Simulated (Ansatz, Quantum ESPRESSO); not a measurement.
Code comparison for CaGa2 (P6/mmm, 3 atoms in the cell)

Self-consistent single point.

```yaml
crystal:
  lattice:
    - [4.23886, 0.00000, 0.00000]
    - [-2.11943, 3.67096, 0.00000]
    - [0.00000, 0.00000, 4.41641]
  atoms:
    - { symbol: Ca, position: [0.00000, 0.00000, 0.00000] }
    - { symbol: Ga, position: [0.33333, 0.66667, 0.50000] }
    - { symbol: Ga, position: [0.66667, 0.33333, 0.50000] }
```

Shared settings, as Ansatz (a quantum-chemistry and plane-wave program) writes them: kpoints.mp_grid.grid = 7 7 6; magnetization.spin_orbit = true; scf.occupations.method = fermi_dirac; scf.occupations.width = 0.1 eV. Potentials and cutoffs stand in the table.

| code | model | pressure (GPa) | cutoff |
|---|---|---|---|
| Quantum ESPRESSO | PBEsol, spin-orbit coupling, PseudoDojo fully relativistic norm-conserving (PBESOL) pseudopotentials | -1.04 | 80 Ry |
| Ansatz | PBEsol with spin-orbit coupling, PAW files made with PBE | -1.15 | 420 eV |

The spread over the programs that give each value: pressure within 0.11 GPa.

Ansatz's pressure is given at a fixed set of plane waves, as the other plane-wave codes print theirs.

The starting cell comes from a database of computed structures (which also holds hypothetical and non-ambient phases and stackings), without a prior relaxation at this level.

Left out of this page: FLEUR and SIESTA (not drawn, or without a comparable value).

Keys are those of Ansatz 0.2.
